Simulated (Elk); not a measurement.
# Worked example: self-consistent single point of Cu (Fm-3m, 1 atom in the cell) in Elk

Level of theory: PBE, all-electron FP-LAPW, Elk's shipped species files, default APW+lo basis (Elk).

Input as run:

```
tasks
  0

xctype
  20

rmtscf
  0.94

stype
  0

swidth
  0.00734986

maxscl
  100

avec
    0.0000000000    3.4109556549    3.4109556549
    3.4109556549    0.0000000000    3.4109556549
    3.4109556549    3.4109556549    0.0000000000

atoms
  1
  'Cu.in'
  1
  0.0000000000  0.0000000000  0.0000000000    0.0 0.0 0.0

ngridk
  21 21 21
```

Log, with long lists cut:

```
│ Elk code version 10.2.4 │

All units are atomic (Hartree, Bohr, etc.)

│ Ground-state run starting from atomic densities │

Lattice vectors :
   0.000000000       3.410955655       3.410955655
   3.410955655       0.000000000       3.410955655
   3.410955655       3.410955655       0.000000000

Unit cell volume      :    79.37033539
Brillouin zone volume :    3.125225718

Muffin-tin inner radius fraction :   0.1000000000E-01

Nuclei treated as point charges

Species :    1 (Cu)
 parameters loaded from : Cu.in
 name : copper
 nuclear charge    :   -29.00000000
 electronic charge :    29.00000000
 atomic mass :    115837.2717
 muffin-tin radius :    2.256000000
 number of radial points in muffin-tin :    497
 atomic positions (lattice), magnetic fields (Cartesian) :
   1 :   0.00000000  0.00000000  0.00000000    0.00000000  0.00000000  0.00000000

Total number of atoms per unit cell :    1

Spin treatment :
 spin-unpolarised

Number of Bravais lattice symmetries :   48
Number of crystal symmetries         :   48
Crystal has inversion symmetry
Real symmetric eigensolver will be used

k-point grid :     21    21    21
k-point offset :    0.000000000       0.000000000       0.000000000
k-point set is reduced with full crystal symmetry group
Total number of k-points :      286

Muffin-tin radius times maximum |G+k| :    7.000000000
 using average radius
Maximum |G+k| for APW functions       :    3.102836879
Maximum (1/2)|G+k|²                   :    4.813798350
Maximum |G| for potential and density :    12.00000000
 potential will be trimmed for |G| > 2 gkmax
Constant for pseudocharge density :    7
Radial integration step length :    4

G-vector grid sizes :     20    20    20
Number of G-vectors :     2277

Maximum angular momentum used for
 APW functions                      :    8
 outer part of muffin-tin           :    6
 inner part of muffin-tin           :    1

Total nuclear charge    :   -29.00000000
Total core charge       :    12.00000000
Total valence charge    :    17.00000000
Total excess charge     :    0.000000000
Total electronic charge :    29.00000000

Effective Wigner radius, rₛ :   0.8677418354

Number of empty states         :    4
Total number of valence states :   13
Total number of core states    :   12

Total number of local-orbitals :   17

Exchange-correlation functional :     20     0     0
 Perdew-Burke-Ernzerhof, Phys. Rev. Lett. 77, 3865 (1996)
 gradient requirement :    1
 generalised gradient approximation (GGA)

Smearing type :    0
 Gaussian
Smearing width :   0.7349860000E-02
Effective electronic temperature (K) :    2320.902224

Mixing type :    3
 Broyden mixing, J. Phys. A: Math. Gen. 17, L317 (1984)

Kohn-Sham potential initialised from atomic data

│ Self-consistent loop started │
│ Loop number : 1 │
 total energy                :     -1643.43260830
│ Loop number : 2 │
 total energy                :     -1644.08686146
RMS change in Kohn-Sham potential (target) :   0.5298393381     (  0.1000000000E-05)
Absolute change in total energy (target)   :   0.6542531595     (  0.1000000000E-03)
│ Loop number : 3 │
 total energy                :     -1646.23614413
RMS change in Kohn-Sham potential (target) :   0.4368011675     (  0.1000000000E-05)
Absolute change in total energy (target)   :    2.312845961     (  0.1000000000E-03)
│ Loop number : 4 │
 total energy                :     -1647.64320090
RMS change in Kohn-Sham potential (target) :   0.3702504087     (  0.1000000000E-05)
Absolute change in total energy (target)   :    1.985268257     (  0.1000000000E-03)
│ Loop number : 5 │
 total energy                :     -1651.14950053
RMS change in Kohn-Sham potential (target) :   0.1949747019     (  0.1000000000E-05)
Absolute change in total energy (target)   :    4.002616696     (  0.1000000000E-03)
│ Loop number : 6 │
 total energy                :     -1653.75605148
RMS change in Kohn-Sham potential (target) :   0.6475245253E-01 (  0.1000000000E-05)
Absolute change in total energy (target)   :    3.607205122     (  0.1000000000E-03)
│ Loop number : 7 │
 total energy                :     -1654.98788010
RMS change in Kohn-Sham potential (target) :   0.5286581126E-02 (  0.1000000000E-05)
Absolute change in total energy (target)   :    2.133629905     (  0.1000000000E-03)
│ Loop number : 8 │
 total energy                :     -1655.07036942
RMS change in Kohn-Sham potential (target) :   0.1371823089E-02 (  0.1000000000E-05)
Absolute change in total energy (target)   :   0.6158967980     (  0.1000000000E-03)
│ Loop number : 9 │
 total energy                :     -1655.09066585
RMS change in Kohn-Sham potential (target) :   0.2007292282E-03 (  0.1000000000E-05)
Absolute change in total energy (target)   :   0.1742706283     (  0.1000000000E-03)
│ Loop number : 10 │
 total energy                :     -1655.09140793
RMS change in Kohn-Sham potential (target) :   0.4799212438E-04 (  0.1000000000E-05)
Absolute change in total energy (target)   :   0.4430973163E-01 (  0.1000000000E-03)
│ Loop number : 11 │
 total energy                :     -1655.09081559
RMS change in Kohn-Sham potential (target) :   0.2058112188E-04 (  0.1000000000E-05)
Absolute change in total energy (target)   :   0.1048509340E-01 (  0.1000000000E-03)
│ Loop number : 12 │
 total energy                :     -1655.09032531
RMS change in Kohn-Sham potential (target) :   0.8172168224E-05 (  0.1000000000E-05)
Absolute change in total energy (target)   :   0.2130998850E-02 (  0.1000000000E-03)
│ Loop number : 13 │
 total energy                :     -1655.09020470
RMS change in Kohn-Sham potential (target) :   0.3889723274E-05 (  0.1000000000E-05)
Absolute change in total energy (target)   :   0.4121359293E-03 (  0.1000000000E-03)
│ Loop number : 14 │
 total energy                :     -1655.09012482
RMS change in Kohn-Sham potential (target) :   0.7157596746E-06 (  0.1000000000E-05)
Absolute change in total energy (target)   :   0.2316063683E-04 (  0.1000000000E-03)
Convergence targets achieved

│ Loop number : 15 │

Energies :
 Fermi                       :     0.256829982871
 sum of eigenvalues          :     -947.516372203
 electron kinetic            :      1683.24472266
 core electron kinetic       :      1498.68711797
 Coulomb                     :     -3270.63663576
 Coulomb potential           :     -2542.83245439
 nuclear-nuclear             :     -220.670486240
 electron-nuclear            :     -3557.09984464
 Hartree                     :      507.133695120
 Madelung                    :     -1999.22040856
 xc potential                :     -87.9286404694
 exchange                    :     -66.3154108712
 correlation                 :     -1.38278262038
 total energy                :     -1655.09010658

Density of states at Fermi energy :    9.649327633
 (states/Hartree/unit cell)

Estimated indirect band gap :   0.2109245634E-02
 from k-point     41 to k-point     76
Estimated direct band gap   :   0.6066546436E-01
 at k-point    185

Charges :
 core                        :    12.00000000
 valence                     :    17.00000000
 interstitial                :    1.042555218
 muffin-tins (core leakage)
  species :    1 (Cu)
   atom    1                 :    27.95744478     (  0.3567636381E-03)
 total in muffin-tins        :    27.95744478
 total calculated charge     :    28.99415948
 total charge                :    29.00000000
 error                       :   0.5840517522E-02

│ Self-consistent loop stopped │
```

The run converged in 15 iterations. The count includes the last loop, which Elk runs after its targets are met.

The starting cell has typed, rounded lattice constants, without a prior relaxation at this level. Spin polarisation is off. Values depend on the basis (sphere radii, cutoffs, local orbitals), which need not be converged. The log's line on a gap gives a spacing of levels on this mesh, which the program prints for metals too.
